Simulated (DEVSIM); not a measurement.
System: W/SiO2/p-Si capacitor, at 300 K.

Layer 1 from the left is SiO2, thickness (nm) 4.80. Layer 2 from the left is Si, thickness (nm) 400, Na (cm⁻³) 2.1e18.

Metal gate on the left, work function 4.6 eV. Fixed charge at the semiconductor interface 8.1e11 cm⁻² (in units of +e); interface traps 2e12 cm⁻² eV⁻¹, uniform in energy, neutral level at 0.5 of the gap above the valence band.

Constants are typed, rounded textbook-type inputs, not results; the design itself was drawn at random and stands for no fabricated device. Values at 300 K.

SiO2: gap (eV) 9, affinity (eV) 0.9, permittivity 3.9. Si: gap (eV) 1.124, affinity (eV) 4.05, permittivity 11.7, Nc (cm⁻³) 2.86e19, Nv (cm⁻³) 3.1e19.

Model (solved in DEVSIM): 1D Poisson equation in equilibrium, Boltzmann statistics, complete ionisation; no quantum confinement or tunnelling. Metal contacts follow the ideal Schottky-Mott rule: no Fermi-level pinning, no interface dipoles.

**Question.** What does the simulation give for the flat-band voltage, the minimum of the low-frequency capacitance?

**Answer.** flat-band voltage -0.90 V; minimum of the low-frequency capacitance 0.375 μF/cm².
